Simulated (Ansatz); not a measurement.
**Effect of uniaxial strain ε_xx = +5.71 % on Zr**

Base system: Zr in the hcp (Mg type) structure (space group P6_3/mmc, No. 194; a = 3.244 Å, c = 5.158 Å; relaxed with 0.1 eV smearing). Axes: x lies along a and z along c of the hexagonal cell.

One thing is altered: the cell is stretched by 5.71 % along x with no lateral relaxation; the atoms relax in the strained cell.

Computed with Ansatz (a first-principles code) r2SCAN, no spin-orbit coupling. k-mesh 20×20×11 (Γ-centred); smearing 0.1 eV (Fermi–Dirac).

- Volume per atom = 24.85 Å³ (base 23.51 Å³)
- Space group = Cmcm (No. 63) (base P6_3/mmc (No. 194))
- Energy relative to the base (free energy F) = +31 meV/atom
- Band gap = zero (base zero)
- Largest internal atomic displacement = 0.049 Å
- Stress (xx, yy, zz, yz, xz, xy; compression positive) = (-6.9, -3.8, -3.6, 0.0, 0.0, 0.0) GPa

Cost of the whole job for the changed cell (relaxation, final SCF and bands): roughly 2.1 core-minutes.

Stability against distortions was not tested. All final runs are without spin polarisation.
